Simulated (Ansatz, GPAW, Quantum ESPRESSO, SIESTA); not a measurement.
# Cr₃Ni (I4/mmm, 4 atoms in the cell) computed with different codes at matched settings

Self-consistent single point.

```
Cr3Ni
1.0
   -1.79118     1.79118     3.56944
    1.79118    -1.79118     3.56944
    1.79118     1.79118    -3.56944
Cr Ni
3 1
Direct
  0.50000   0.50000   0.00000
  0.75000   0.25000   0.50000
  0.25000   0.75000   0.50000
  0.00000   0.00000   0.00000
```
Moments meant for the start (each program seeds them in its own way; μB, in the order of the atoms Cr Cr Cr Ni): 3.0 0.0 0.0 0.0.

Shared settings, as Ansatz (a first-principles code) writes them: kpoints.mp_grid.grid = 7 7 7; scf.occupations.method = gaussian; scf.occupations.width = 0.272 eV. Potentials and cutoffs stand in the table.

```csv
code,model,pressure (GPa),cutoff
Quantum ESPRESSO,"LDA (PZ), GBRV 1.5 ultrasoft (LDA) pseudopotentials",-15.80,50 Ry
SIESTA,"LDA PW92, numerical atomic orbitals DZP, PseudoDojo LDA standard norm-conserving potentials (rewritten from UPF to PSML)",-21.50,grid 350 Ry
GPAW,"LDA (Perdew-Wang 92), GPAW PAW datasets LDA (gpaw-data 1.0.1)",-16.94,800 eV
Ansatz,"LDA (PW92), PAW files made with PBE",-16.29,default
```

On Ansatz's run: the starting moments vanished: the run ended non-magnetic, which need not be the lowest state. The program warned that a starting moment was not kept.

The spread over the programs that give each value: pressure within 5.70 GPa.

SIESTA uses small atom-centred bases, whose incompleteness enters pressures, forces and empty levels differently from a plane-wave cutoff. Ansatz's pressure is given at a fixed set of plane waves, as the other plane-wave codes print theirs; with its correction for the finite basis it is -16.22 GPa. The same LDA comes in different parametrisations, which differ slightly. In the pressure, SIESTA (by 5.21) lies more than 1 GPa from the median of the plane-wave programs.

The starting cell comes from a database of computed structures (which also holds hypothetical and non-ambient phases and stackings), without a prior relaxation at this level. Its lattice was rescaled by a random factor within 2.5 % of one.

Keys are those of Ansatz 0.2.
